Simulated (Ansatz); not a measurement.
Results of r²SCAN (Ansatz, an electronic-structure program, plane waves, PAW) for SrHfN₂ (model structure, started from the LiVN2 type, Pna2₁, No. 33, 16 atoms in the cell).

The input as run:

Ansatz 0.2 input:
```yaml
crystal:
  lattice:
    - [6.3659528425, 0.0, 0.0]
    - [0.0, 7.8527986146, 0.0]
    - [0.0, 0.0, 5.6787556155]
  atoms:
    - { symbol: Sr, position: [0.5826619789, 0.8795380548, 0.9817993443] }
    - { symbol: Sr, position: [0.4173380211, 0.1204619452, 0.4817993443] }
    - { symbol: Sr, position: [0.9173380211, 0.3795380548, 0.4817993443] }
    - { symbol: Sr, position: [0.0826619789, 0.6204619452, 0.9817993443] }
    - { symbol: Hf, position: [0.564827597, 0.3736776206, 0.0000240306] }
    - { symbol: Hf, position: [0.435172403, 0.6263223794, 0.5000240306] }
    - { symbol: Hf, position: [0.935172403, 0.8736776206, 0.5000240306] }
    - { symbol: Hf, position: [0.064827597, 0.1263223794, 0.0000240306] }
    - { symbol: N, position: [0.5473194076, 0.4064129267, 0.353829717] }
    - { symbol: N, position: [0.4526805924, 0.5935870733, 0.853829717] }
    - { symbol: N, position: [0.9526805924, 0.9064129267, 0.853829717] }
    - { symbol: N, position: [0.0473194076, 0.0935870733, 0.353829717] }
    - { symbol: N, position: [0.6188693347, 0.8383264908, 0.4343569082] }
    - { symbol: N, position: [0.3811306653, 0.1616735092, 0.9343569082] }
    - { symbol: N, position: [0.8811306653, 0.3383264908, 0.9343569082] }
    - { symbol: N, position: [0.1188693347, 0.6616735092, 0.4343569082] }
basis:
  ecutwfc: 560
  ecutrho_ratio: 4
  xc_grid: 3
kpoints:
  mp_grid: { grid: [6, 6, 6] }
  band_path:
    path:
      - [0.0, 0.0, 0.0]
      - [0.125, 0.0, 0.0]
      - [0.25, 0.0, 0.0]
      - [0.375, 0.0, 0.0]
      - [0.5, 0.0, 0.0]
      - [0.5, 0.166667, 0.0]
      - [0.5, 0.333333, 0.0]
      - [0.5, 0.5, 0.0]
      - [0.375, 0.5, 0.0]
      - [0.25, 0.5, 0.0]
      - [0.125, 0.5, 0.0]
      - [0.0, 0.5, 0.0]
      - [0.0, 0.333333, 0.0]
      - [0.0, 0.166667, 0.0]
      - [0.0, 0.0, 0.1]
      - [0.0, 0.0, 0.2]
      - [0.0, 0.0, 0.3]
      - [0.0, 0.0, 0.4]
      - [0.0, 0.0, 0.5]
      - [0.125, 0.0, 0.5]
      - [0.25, 0.0, 0.5]
      - [0.375, 0.0, 0.5]
      - [0.5, 0.0, 0.5]
      - [0.5, 0.166667, 0.5]
      - [0.5, 0.333333, 0.5]
      - [0.5, 0.5, 0.5]
      - [0.375, 0.5, 0.5]
      - [0.25, 0.5, 0.5]
      - [0.125, 0.5, 0.5]
      - [0.0, 0.5, 0.5]
      - [0.0, 0.333333, 0.5]
      - [0.0, 0.166667, 0.5]
      - [0.5, 0.0, 0.1]
      - [0.5, 0.0, 0.2]
      - [0.5, 0.0, 0.3]
      - [0.5, 0.0, 0.4]
      - [0.0, 0.5, 0.1]
      - [0.0, 0.5, 0.2]
      - [0.0, 0.5, 0.3]
      - [0.0, 0.5, 0.4]
      - [0.5, 0.5, 0.1]
      - [0.5, 0.5, 0.2]
      - [0.5, 0.5, 0.3]
      - [0.5, 0.5, 0.4]
    npoints: 1
hamiltonian:
  xc: r2scan
  dispersion: none
  pseudopotentials: { kind: paw }
scf:
  occupations: { method: fermi_dirac, width: 0.01 }
  convergence: { dr2_threshold: 0.0000000016 }
output:
  forces: true
  stress: true
  eigenvalues: true
  write_bands: true
```

Output (set-up and result lines):

```
Crystal: 16 atoms, lattice volume = 283.884 Å³
Basis set: ecut = 560 eV, 8559 PW (Γ), exchange–correlation on 150×192×135 points (27 copies of the dense FFT grid, shifted against one another)
Bands: 111, of which v1, the nominal top of the filled ones, is band 92 counted from 1 (91 counted from 0)
Symmetry: 4 space group operations
Space group: Pna21 (ITA 33), of the structure as read, at distance tolerance 6.6e-5 Å
k-points: 64 of 216 (time reversal used)
Functional: x = r2scan, c = r2scan; τ floored in thin density (d = 2e-4 eV/Å³)
SCF iter   1: F=—  HF=-80256.398989 eV  |F-HF|=—  |Δ(HF+E_count)|=         —  Δρ=8.17e-3  dr2=1.68e-1  dr2_τ=9.00e-1
SCF iter   2: F=—  HF=-80256.723336 eV  |F-HF|=—  |Δ(HF+E_count)|=   3.24e-1  Δρ=4.42e-3  dr2=3.90e-2  dr2_τ=5.68e-3
  ...
SCF iter   9: F=—  HF=-80256.720802 eV  |F-HF|=—  |Δ(HF+E_count)|=   1.65e-7  Δρ=2.93e-6  dr2=3.29e-8  dr2_τ=2.42e-9
SCF iter  10: F=-80256.720802 eV  HF=-80256.720802 eV  |F-HF|=4.07e-10  |Δ(HF+E_count)|=   8.29e-9  Δρ=4.99e-7  dr2=7.40e-10  dr2_τ=1.63e-10
SCF 1 converged in 10 iterations: F = -80256.720802 eV  dr2 = 7.40e-10
SCF converged after 10 iterations
Free energy (F): -80256.720802 eV
Internal energy: -80256.720802 eV  (E = F + TS)
E sigma→0 (E₀):  -80256.720802 eV
Fermi energy:    11.606477 eV
--- Forces (eV/Å), atoms counted from 1 ---
  atom   1  Sr    -0.05252421     0.02166727    -0.00415678
  atom   2  Sr     0.05252421    -0.02166727    -0.00415678
  atom   3  Sr     0.05252421     0.02166727    -0.00415678
  atom   4  Sr    -0.05252421    -0.02166727    -0.00415678
  atom   5  Hf    -0.00299262     0.00727597     0.01840885
  atom   6  Hf     0.00299262    -0.00727597     0.01840885
  atom   7  Hf     0.00299262     0.00727597     0.01840885
  atom   8  Hf    -0.00299262    -0.00727597     0.01840885
  atom   9  N     -0.06210894     0.06786036    -0.01890139
  atom  10  N      0.06210894    -0.06786036    -0.01890139
  atom  11  N      0.06210894     0.06786036    -0.01890139
  atom  12  N     -0.06210894    -0.06786036    -0.01890139
  atom  13  N      0.01404711    -0.03786255     0.00464919
  atom  14  N     -0.01404711     0.03786255     0.00464919
  atom  15  N     -0.01404711    -0.03786255     0.00464919
  atom  16  N      0.01404711     0.03786255     0.00464919
--- Stress (GPa, compression-positive) ---
        2.012376       0.000000       0.000000
        0.000000       2.147579       0.000000
        0.000000       0.000000       2.024740
  P = ⅓ Tr σ = 2.0616 GPa (20.616 kbar)
```

The PAW data were made under PBE.

Note: the relaxation could raise the start's symmetry but not lower it, so the cell can be a saddle point. Note: cell and atoms aren't relaxed at this level (largest force component 0.07 eV/Å, pressure 2.1 GPa).

A model structure was made by putting elements into a prototype or built by hand; it is no filed structure, need not be a known phase, and can be a saddle point held by its symmetry.
